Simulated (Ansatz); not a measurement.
Output of an Ansatz run (abridged):

```
WARN ansatz: RAYON_NUM_THREADS=1 ignored (pool sized by the plan → 1); use --threads N
Pseudopotentials: kind: paw
Pseudopotential: Sb, paw, valence charge 15
Pseudopotential: P, paw, valence charge 5
Crystal: 4 atoms, lattice volume = 306.901 Å³
Basis set: ecut = 420.4159175005146 eV, 5959 PW (Γ), exchange–correlation on 60×60×240 points (8 copies of the dense FFT grid, shifted against one another)
Bands: 24, of which v1, the nominal top of the filled ones, is band 20 counted from 1 (19 counted from 0)
Symmetry: 16 space group operations
Space group: P4/nmm (ITA 129), of the structure as read, at distance tolerance 6.7e-5 Å
k-points: 10 of 36
Initial density: superposition of atomic densities (neutral atoms: chi_scale 0, normalization atom), corrected by the library's trained network
Initial wavefunctions: pseudopotential atomic-orbital guess
Eigensolver: davidson
Functional: x = pbe(κ = 0.804, μ = 0.2195149727645171), c = pbe(β = 0.06672455060314922)
SCF iter   1: F=—  HF=-14478.222089 eV  |F-HF|=—  |Δ(HF+E_count)|=         —  Δρ=1.55e-3  dr2=1.84e-2  ethr=1.77e-3  ⟨swp⟩=8.9  Hψ=1417  notcnv=0
all-band conjugate gradients solve this SCF's bands
preconditioner: auto → LDOS
SCF iter   2: F=—  HF=-14478.221551 eV  |F-HF|=—  |Δ(HF+E_count)|=   5.38e-4  Δρ=7.89e-4  dr2=2.38e-3  ethr=4.59e-5  ⟨swp⟩=2.3  Hψ=571  notcnv=0  defer=3
SCF iter   3: F=—  HF=-14478.221658 eV  |F-HF|=—  |Δ(HF+E_count)|=   1.07e-4  Δρ=4.99e-4  dr2=9.26e-4  ethr=5.94e-6  ⟨swp⟩=2.0  Hψ=448  notcnv=0  defer=3
SCF iter   4: F=—  HF=-14478.221301 eV  |F-HF|=—  |Δ(HF+E_count)|=   3.57e-4  Δρ=1.16e-4  dr2=4.45e-5  ethr=2.32e-6  ⟨swp⟩=2.0  Hψ=437  notcnv=0  defer=3
SCF iter   5: F=—  HF=-14478.221290 eV  |F-HF|=—  |Δ(HF+E_count)|=   1.15e-5  Δρ=7.03e-5  dr2=2.32e-5  ethr=1.11e-7  ⟨swp⟩=2.2  Hψ=440  notcnv=0  defer=3
SCF iter   6: F=—  HF=-14478.221284 eV  |F-HF|=—  |Δ(HF+E_count)|=   6.19e-6  Δρ=1.72e-5  dr2=1.03e-6  ethr=5.79e-8  ⟨swp⟩=2.0  Hψ=434  notcnv=0  defer=3
SCF iter   7: F=-14478.221285 eV  HF=-14478.221284 eV  |F-HF|=5.31e-8  |Δ(HF+E_count)|=   9.76e-7  Δρ=2.83e-6  dr2=2.29e-8  ethr=2.50e-10  ⟨swp⟩=6.3  Hψ=1362  notcnv=0
SCF 1 converged in 7 iterations: F = -14478.221285 eV  dr2 = 2.29e-8
SCF converged after 7 iterations
Free energy (F): -14478.221285 eV
Harris-Foulkes:  -14478.221284 eV  (|F-HF|=5.31e-8)
Internal energy: -14478.215285 eV  (E = F + TS)
E sigma→0 (E₀):  -14478.218285 eV
Entropy (-TS):   -0.005999 eV (-1.500 meV/atom)
Fermi energy:    0.659506 eV
--- Per-component energies (eV) ---
  E_band       = -694.767190
  E_kinetic    = 564.422802
  E_local      = -15655.397541  (includes V_loc(G=0)·N_el)
  E_nonlocal   = 796.583138
  E_hartree    = 7462.372704
  E_xc         = -402.886359
  E_vxc        = -317.906232  (∫ρ·V_xc dr)
  E_paw        = -10291.659343  (= ΣΔE_a)
  E_vpaw       = -1007.219442  (= ΣTr[D̂ρ^β])
  E_aug_tail   = 0.000003  (compensation charges beyond the density's cutoff)
  E_ewald      = 3048.349309
  E_smearing   = -0.005999  (= −TS)
  E_closure    = 0.000000  (closes the sum)
  Σ components = -14478.221285   (vs F -14478.221285, Δ=0.00e0)
--- Forces (eV/Å), atoms counted from 1 ---
  atom   1  Sb     0.00000000     0.00000000     1.40571653
  atom   2  Sb     0.00000000     0.00000000    -1.40571653
  atom   3  P      0.00000000     0.00000000    -0.00000000
  atom   4  P      0.00000000     0.00000000     0.00000000
  max |Σ_I F_I| component: 5.17e-26 eV/Å
--- Stress (GPa, compression-positive) ---
        6.394090       0.000000       0.000000
        0.000000       6.394090       0.000000
        0.000000       0.000000       1.919657
  P = ⅓ Tr σ = 4.9026 GPa (49.026 kbar)
  The stress holds the Pulay correction. Without it, at fixed plane waves, as pw.x and ABINIT print it: P = 4.8902 GPa
--- Band table (eV; the first three rows and the last of 10) ---
  k-point 0: bands = ["-29.0495", "-29.0398", "-29.0230", "-29.0166", "-28.9682", "-28.9682", "-28.9558", "-28.9558", "-28.9136", "-28.9087", "-14.5368", "-9.9842", "-8.4725", "-5.7586", "-5.7586", "-4.9487", "-1.7406", "-1.6740", "-1.6740", [...]
  k-point 1: bands = ["-29.0474", "-29.0389", "-29.0230", "-29.0175", "-28.9680", "-28.9671", "-28.9574", "-28.9565", "-28.9128", "-28.9086", "-14.3240", "-10.1749", "-8.9812", "-5.5682", "-5.2855", "-5.1350", "-2.5919", "-2.0694", "-1.0950", [...]
  k-point 2: bands = ["-29.0427", "-29.0377", "-29.0228", "-29.0197", "-28.9672", "-28.9645", "-28.9612", "-28.9584", "-28.9110", "-28.9085", "-13.6932", "-11.3567", "-8.6944", "-6.4273", "-5.0097", "-4.1654", "-3.0482", "-2.7164", "-1.8442", [...]
  k-point 9: bands = ["-29.0323", "-29.0323", "-29.0227", "-29.0227", "-28.9748", "-28.9748", "-28.9549", "-28.9549", "-28.9075", "-28.9075", "-11.1028", "-11.1028", "-10.5145", "-10.5145", "-4.4958", "-4.4958", "-3.5634", "-3.5634", "1.9285", [...]
```

The structure:

```
CELL_PARAMETERS angstrom
      4.29772     0.00000     0.00000
      0.00000     4.29772     0.00000
      0.00000     0.00000    16.61578
ATOMIC_POSITIONS crystal
  Sb 0.50000 0.00000 0.57871
  Sb 0.00000 0.50000 0.42129
  P  0.00000 0.00000 0.50000
  P  0.50000 0.50000 0.50000
```

Question: What input produced this log?

Answer: Other spellings and defaults could give the same log, and not every line can be read from it. The input that was run (DFT, PBE, plane waves, default PAW files):

Ansatz 0.2 input:
```yaml
# SbP
crystal:
  lattice:
    - [4.297724, 0.000000, 0.000000]
    - [0.000000, 4.297724, 0.000000]
    - [0.000000, 0.000000, 16.615778]
  atoms:
    - { symbol: Sb, position: [0.500000, 0.000000, 0.578714] }
    - { symbol: Sb, position: [0.000000, 0.500000, 0.421286] }
    - { symbol: P, position: [0.000000, 0.000000, 0.500000] }
    - { symbol: P, position: [0.500000, 0.500000, 0.500000] }
basis:
  ecutwfc: 30.9 Ry
kpoints:
  mp_grid: { grid: [6, 6, 1] }
hamiltonian:
  xc: pbe
  pseudopotentials: { kind: paw }
scf:
  occupations: { method: gaussian, width: 0.0037 Ry }
output:
  forces: true
  eigenvalues: true
  stress: true
```

The starting cell was generated: these elements placed on a structure prototype, without a prior relaxation; it need not be a known phase or ordering of this composition. Its lattice was rescaled in the plane by a random factor within 2.5 % of one. Spin-orbit coupling is off. Forces in this geometry exceed 1 eV/Å.

Ansatz is a first-principles code.
